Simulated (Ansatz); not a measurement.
Worked example: zone-centre phonon calculation of TaN (P-62m, 6 atoms in the cell) in Ansatz (a program for electronic structure).

Level of theory: LDA (PW92), default PAW files made with PBE (plane waves; Ansatz).

```xyz
6
Lattice="5.2345 0.0000 0.0000 -2.6173 4.5332 0.0000 0.0000 0.0000 2.9293" Properties=species:S:1:pos:R:3 pbc="T T T"
Ta     0.0000     0.0000     0.0000
Ta     0.0000     3.0222     1.4647
Ta     2.6173     1.5111     1.4647
N      2.0540     0.0000     0.0000
N      1.5903     2.7544     0.0000
N     -1.0270     1.7788     0.0000
```

Reference input (self-consistent single point, DFT, LDA (PW92), plane waves, default PAW files made with PBE): basis.ecutwfc = 420 eV; kpoints.mp_grid.grid = 7 7 11; hamiltonian.xc = lda; hamiltonian.pseudopotentials = {kind: paw} (the program's default PAW files); scf.occupations.method = fermi_dirac; scf.occupations.width = 0.1 eV. This run's input differs from it in these lines:

```diff
@@ -22,6 +22,5 @@
   occupations: { method: fermi_dirac, width: 0.1 eV }
-output:
-  forces: true
-  eigenvalues: true
-  stress: true
+  convergence: { dr2_threshold: 1.0e-09 eV }
+phonons:
+  method: dfpt
```

The program printed (abridged):

```
SCF iter   1: F=—  HF=-30177.678579 eV  |F-HF|=—  |Δ(HF+E_count)|=         —  Δρ=1.01e-2  dr2=7.00e-2  ethr=1.77e-3  ⟨swp⟩=5.5  Hψ=20215  notcnv=0
all-band conjugate gradients solve this SCF's bands
preconditioner: auto → Kerker (q_TF=auto, 2.616 Å⁻¹)
SCF iter   2: F=—  HF=-30177.665984 eV  |F-HF|=—  |Δ(HF+E_count)|=   1.26e-2  Δρ=4.78e-3  dr2=1.05e-2  ethr=1.30e-4  ⟨swp⟩=1.5  Hψ=6380  notcnv=0
   [... lines left out ...]
SCF iter   5: F=—  HF=-30177.663370 eV  |F-HF|=—  |Δ(HF+E_count)|=   1.14e-5  Δρ=8.90e-5  dr2=4.75e-6  ethr=1.42e-7  ⟨swp⟩=2.4  Hψ=7010  notcnv=0
SCF iter   6: F=—  HF=-30177.663376 eV  |F-HF|=—  |Δ(HF+E_count)|=   5.38e-6  Δρ=1.73e-5  dr2=1.73e-7  ethr=8.79e-9  ⟨swp⟩=2.9  Hψ=8737  notcnv=0
SCF iter   7: F=—  HF=-30177.663376 eV  |F-HF|=—  |Δ(HF+E_count)|=   2.12e-8  Δρ=2.60e-6  dr2=5.34e-9  ethr=3.20e-10  ⟨swp⟩=2.1  Hψ=5715  notcnv=0
SCF iter   8: F=-30177.663376 eV  HF=-30177.663376 eV  |F-HF|=8.73e-11  |Δ(HF+E_count)|=   1.56e-9  Δρ=5.12e-7  dr2=1.86e-10  ethr=1.85e-12  ⟨swp⟩=8.1  Hψ=27955  notcnv=0
SCF 1 converged in 8 iterations: F = -30177.663376 eV  dr2 = 1.86e-10
DFPT response loops at Γ: preconditioner auto → Kerker (q_TF=auto, 2.616 Å⁻¹) (partly filled bands, converged f_vac=0.000) …
Free energy (F): -30177.663376 eV
Internal energy: -30177.640787 eV  (E = F + TS)
E sigma→0 (E₀):  -30177.652081 eV
Entropy (-TS):   -0.022589 eV (-3.765 meV/atom)
Fermi energy:    18.904531 eV
--- Phonons (Γ-DFPT): 7 representative perturbations + reference, on 150 of 539 k-points (Σ response iterations 32) ---
  k mesh reduced under 2 symmetry operations, with k and −k counted as one. Each operation leaves every solved displacement unchanged or reverses it
  ASR residual: 2.320e-4 → 0.000e0 eV/Å²; symmetrization residual: 9.160e-7 eV/Å²
  ASR residual per site (eV/Å²): 2.32e-4 1.66e-4 1.66e-4 7.75e-5 6.14e-5 6.14e-5
  Γ frequencies (cm⁻¹): 0.00 0.00 0.00 143.25 173.20 175.99 175.99 212.38 212.38 536.31 536.31 549.87 557.27 557.27 593.18 619.72 619.72 658.99
  non-analytic LO–TO correction: not included (Born effective charges unavailable; polar crystals: no LO–TO splitting at Γ)
```

The run converged in 8 iterations. 

Summary of the result:
```
Quantity                                                                                                                              Result
--------------------------------------------------------  ----------------------------------------------------------------------------------
Free energy E − TS (on the zero of these files)                                                                               -30177.6634 eV
Fermi level (on the code's own zero)                                                                                                18.90 eV
Zone-centre frequencies (cm⁻¹; negative means imaginary)  0, 0, 0, 143, 173, 176, 176, 212, 212, 536, 536, 550, 557, 557, 593, 620, 620, 659
```

The starting cell comes from a database of computed structures (which also holds hypothetical and non-ambient phases and stackings), without a prior relaxation at this level. Its lattice was rescaled by up to half a per cent. Spin polarisation is off.

Cost on one core of a shared machine: roughly 5 min.

Keys are those of Ansatz 0.2.
